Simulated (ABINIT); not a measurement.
ABINIT run on HfBe2 (P6/mmm, 3 atoms in the cell): self-consistent single point.

Method of the run: PBEsol, norm-conserving pseudopotentials (PseudoDojo nc-sr-04 PBEsol standard) (plane waves; ABINIT 10.0.3).

```yaml
crystal:
  lattice:
    - [3.77950, 0.00000, 0.00000]
    - [-1.88975, 3.27314, 0.00000]
    - [0.00000, 0.00000, 3.16996]
  atoms:
    - { symbol: Hf, position: [0.00000, 0.00000, 0.00000] }
    - { symbol: Be, position: [0.33333, 0.66667, 0.50000] }
    - { symbol: Be, position: [0.66667, 0.33333, 0.50000] }
```

Reference input (self-consistent single point, DFT, LDA (PW92), plane waves, norm-conserving pseudopotentials (PseudoDojo nc-sr-04 LDA standard)): pseudos = [Hf.upf, Be.upf]; ecut = 44 Ha; occopt = 7; tsmear = 0.05 eV; ngkpt = 10 10 10; nshiftk = 1; shiftk = 0 0 0; potentials = PseudoDojo nc-sr-04 LDA standard; nband = 15; kptopt = 1; nstep = 80; tolvrs = 1e-12. This run's input differs from it in these lines:

```diff
@@ -1,2 +1,2 @@
-# HfBe2, PseudoDojo nc-sr-04 LDA standard
+# HfBe2, PseudoDojo nc-sr-04 PBEsol standard
 pp_dirpath "./"
```

Its files differ too (potentials: PseudoDojo nc-sr-04 LDA standard → PseudoDojo nc-sr-04 PBEsol standard).

Output, abridged:

```
--- !BeginCycle
solver: {iscf: 7, nstep: 80, nline: 4, wfoptalg: 0, }
tolerances: {tolvrs: 1.00E-12, }
...

     iter   Etot(hartree)      deltaE(h)  residm     vres2
 ETOT  1  -84.072520962961    -8.407E+01 1.754E-01 4.111E+02
 ETOT  2  -84.157229019305    -8.471E-02 4.536E-02 6.971E+01
 ETOT  3  -84.164823663605    -7.595E-03 1.115E-02 1.663E-01
 ETOT  4  -84.164846164906    -2.250E-05 3.485E-03 8.632E-04
 ETOT  5  -84.164846267745    -1.028E-07 2.292E-03 1.114E-05
 ETOT  6  -84.164846268963    -1.218E-09 3.242E-03 2.710E-07
 ETOT  7  -84.164846268996    -3.249E-11 3.276E-03 1.069E-09
 ETOT  8  -84.164846268996     0.000E+00 1.514E-03 5.831E-12
 ETOT  9  -84.164846268996    -2.274E-13 7.972E-04 3.796E-14
 At SCF step    9       vres2   =  3.80E-14 < tolvrs=  1.00E-12 =>converged.

 Cartesian components of stress tensor (hartree/bohr^3)
  sigma(1 1)=  5.81540507E-05  sigma(3 2)=  0.00000000E+00
  sigma(2 2)=  5.81540513E-05  sigma(3 1)=  0.00000000E+00
  sigma(3 3)=  6.46048017E-05  sigma(2 1)= -3.25723488E-13

 ----iterations are completed or convergence reached----

 reduced coordinates (array xred) for    3 atoms
       0.000000000000      0.000000000000      0.000000000000
       0.333333333333      0.666666666667      0.500000000000
       0.666666666667      0.333333333333      0.500000000000
 cartesian forces (eV/Angstrom) at end:
    1     -0.00000000000000    -0.00000000000000    -0.00000000000000
    2      0.00000000000000    -0.00000000000000    -0.00000000000000
   [... lines left out ...]
 Fermi (or HOMO) energy (hartree) =   0.27959   Average Vxc (hartree)=  -0.42054
   [... lines left out ...]
total_energy        : -8.41648462689961E+01
total_energy_eV     : -2.29024193934354E+03
band_energy         : -2.05548553079555E+01
...

-Cartesian components of stress tensor (GPa)         [Pressure= -1.7742E+00 GPa]
- sigma(1 1)=  1.71095095E+00  sigma(3 2)=  0.00000000E+00
- sigma(2 2)=  1.71095097E+00  sigma(3 1)=  0.00000000E+00
- sigma(3 3)=  1.90073857E+00  sigma(2 1)= -9.58311425E-09

 Calculation completed.
```

The run converged in 9 iterations. Against the reference run the pressure goes from -6.61 to -1.77 GPa.

The starting cell comes from a database of computed structures (which also holds hypothetical and non-ambient phases and stackings), without a prior relaxation at this level.

Cost on one core of a shared machine: roughly 2 min.
